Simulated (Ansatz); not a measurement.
Polymorphs of C, r2SCAN, rigid bands (Ansatz, a quantum-chemistry and plane-wave program); geometry: cell and atoms relaxed with PBEsol.
- Fd-3m, primitive cell of 2: a = b = c = 2.5129 Å, α = β = γ = 60.00°
- P6_3/mmc, primitive cell of 4: a = b = 2.4988 Å, c = 4.1609 Å, α = β = 90.00°, γ = 120.00°

```json
[
 {"Space group": "Fd-3m", "volume per atom (Å³)": "5.6", "band gap": "4.38 eV", "electron conductivity mass": "0.39 mₑ", "hole conductivity mass": "___", "Seebeck coefficient, n-type 1e19 cm⁻³": "-359 μV/K"},
 {"Space group": "P6_3/mmc", "volume per atom (Å³)": "5.6", "band gap": "___", "electron conductivity mass": "0.37 mₑ", "hole conductivity mass": "0.49 mₑ", "Seebeck coefficient, n-type 1e19 cm⁻³": "-237 μV/K"}
]
```

Task: Fill in the missing entries.

Result: 
- Fd-3m, hole conductivity mass: 0.46 mₑ
- P6_3/mmc, band gap: 3.57 eV

Masses are for dilute carriers at 300 K, harmonic means over directions unless an axis is named. Seebeck coefficients are for the stated density at 300 K, with one relaxation time for all states and whether or not that doping can be reached. Spin-orbit coupling is left out.
